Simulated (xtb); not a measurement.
xtb 6.7.1, GFN2-xTB: Si(H)(Me)(NCO)2 (C[SiH](N=C=O)N=C=O), 12 atoms. The geometry is a generated start, not checked to be a minimum at this level.

```json
{
 "run_flags": "--grad",
 "method": "GFN2-xTB",
 "--acc": "1 (default)",
 "--etemp (K)": "300 (default)",
 "basis_functions": "42",
 "valence_electrons": "42"
}
```

```xyz
12

Si     0.0829     0.0193    -0.5166
C      0.0198    -1.6882     0.2978
N      1.2665     0.9947     0.2633
C      2.3709     1.3809     0.4686
O      3.4105     1.8120     0.7285
N     -1.3613     0.8886    -0.1812
C     -2.5101     1.1811    -0.2437
O     -3.6130     1.5260    -0.2627
H      0.3162     0.0148    -1.9586
H      0.9460    -2.2345     0.1446
H     -0.7881    -2.2890    -0.1098
H     -0.1401    -1.6057     1.3699
```

One run each on 1 thread. Values of broydamp tried: 0.02, 0.05, 0.1, 0.2, 0.4 (default), 0.6, 0.8, 1.

**Question.** Which value of broydamp needs the fewest SCC iterations, and what happens away from it?

**Answer.** Fewest SCC iterations, within one of each other: 0.4 (default) with 12, 0.6 with 12, 0.8 with 13. The count rises to 20 at 0.02. All converge to one solution.

```
broydamp       SCC iterations            end
-------------  --------------  -------------
0.02                       20  same solution
0.05                       18  same solution
0.1                        17  same solution
0.2                        14  same solution
0.4 (default)              12  same solution
0.6                        12  same solution
0.8                        13  same solution
1                          14  same solution
```
